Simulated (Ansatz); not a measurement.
Response to strain in SnO2

The reference is SnO2 in the rutile structure (space group P4_2/mnm, No. 136).

```yaml
crystal:
  lattice:
    - [4.82757, 0.00000, 0.00000]
    - [0.00000, 4.82757, 0.00000]
    - [0.00000, 0.00000, 3.23813]
  atoms:
    - { symbol: Sn, position: [0.00000, 0.00000, 0.00000] }
    - { symbol: Sn, position: [0.50000, 0.50000, 0.50000] }
    - { symbol: O, position: [0.30658, 0.30658, 0.00000] }
    - { symbol: O, position: [0.80658, 0.19342, 0.50000] }
    - { symbol: O, position: [0.19342, 0.80658, 0.50000] }
    - { symbol: O, position: [0.69342, 0.69342, 0.00000] }
```

Cartesian axes are those of the cell as printed.

Strains are applied to the cell and any free atomic positions relax.

All numbers come from Kohn–Sham DFT with the PBE functional, run in Ansatz (a program for electronic structure) with PAW and 420 eV plane waves, scalar-relativistic without spin-orbit coupling.

Notes on the quantities. energy relative to the base: free energy F.

```
case                            energy relative to the base  shortest interatomic distance
------------------------------  ---------------------------  -----------------------------
base                                             0 meV/atom                        2.089 Å
uniaxial strain ε_zz = +0.60 %                +0.5 meV/atom                        2.095 Å
uniaxial strain ε_zz = +1.20 %                +2.1 meV/atom                        2.096 Å
uniaxial strain ε_zz = +1.80 %                +4.6 meV/atom                        2.097 Å
uniaxial strain ε_zz = +2.40 %                +8.0 meV/atom                        2.098 Å
uniaxial strain ε_zz = +3.00 %                 +12 meV/atom                        2.099 Å
```

Whether these cells are dynamically stable was not tested.
